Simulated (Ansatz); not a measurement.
Consider the following.

```
CELL_PARAMETERS angstrom
      4.12339     0.00000     0.00000
      0.00000     4.12339     0.00000
      0.00000     0.00000     5.77882
ATOMIC_POSITIONS crystal
  Tl 0.00000 0.00000 0.00000
  Bi 0.50000 0.50000 0.50000
  S  0.00000 0.00000 0.50000
  S  0.50000 0.50000 0.00000
```

All values below come from PBEsol with spin-orbit coupling, rigid bands (plane waves, PAW; Ansatz, a quantum-chemistry and plane-wave program). Condition of this run: spin-orbit coupling switched on. Cell: cell and atoms relaxed with PBEsol.

Question: Is this a good metal at this level?

Answer: No. No gap is resolved, and few carriers conduct, as in a semimetal or a zero-gap semiconductor. N(E_F) = 0.198 states/eV a cell at 300 K and the Drude plasma energy along the best axis is 1.41 eV, several times under that of a simple or noble metal.

Computed structure with no diffraction record at hand here (it may be known, metastable or hypothetical): TlBiS2 (P4/mmm).
